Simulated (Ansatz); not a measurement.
The starting structures come from a database of crystals and need not be the phases stable at ambient conditions.

Inside the gap of an insulator the Bloch states are evanescent, with a wavenumber k + iκ along the transport direction.

Given:

```
CELL_PARAMETERS angstrom
      5.53055     0.00000     0.00000
      2.76528    14.09162     0.00000
      2.76528     0.00000     2.76528
ATOMIC_POSITIONS crystal
  Sr 0.56850 0.86300 0.00000
  Sr 0.43150 0.13700 0.00000
  Sr 0.29760 0.40480 0.00000
  Sr 0.70240 0.59520 0.00000
  Ti 0.00000 0.00000 0.00000
  Ti 0.85990 0.28020 0.00000
  Ti 0.14010 0.71980 0.00000
  O  0.63890 0.72220 0.50000
  O  0.36110 0.27780 0.50000
  O  0.13890 0.72220 0.50000
  O  0.86110 0.27780 0.50000
  O  0.79060 0.41880 0.00000
  O  0.20940 0.58120 0.00000
  O  0.00000 0.00000 0.50000
  O  0.50000 0.00000 0.50000
  O  0.06950 0.86100 0.00000
  O  0.93050 0.13900 0.00000
```

Space group of this cell: I4/mmm. The cell is taken as given; by r2SCAN its mean pressure is -0.8 GPa.

Transport runs along the normal of the first two printed cell vectors, the (110) plane of the conventional cell.

The gap is the functional's own. No spin-orbit coupling. Mid-gap values are interpolated on the energy grid.

Question: State the band gap and the smallest decay constant κ at mid-gap according to Ansatz (a quantum-chemistry and plane-wave program) with r2SCAN.

Answer: Gap 2.27 eV on a 12×12×12 mesh; κ = 0.259 1/Å, at (0.000, 0.500) of the in-plane reciprocal vectors. At the zone centre, at the nearest computed energy, the slowest state has κ = 0.26 1/Å.
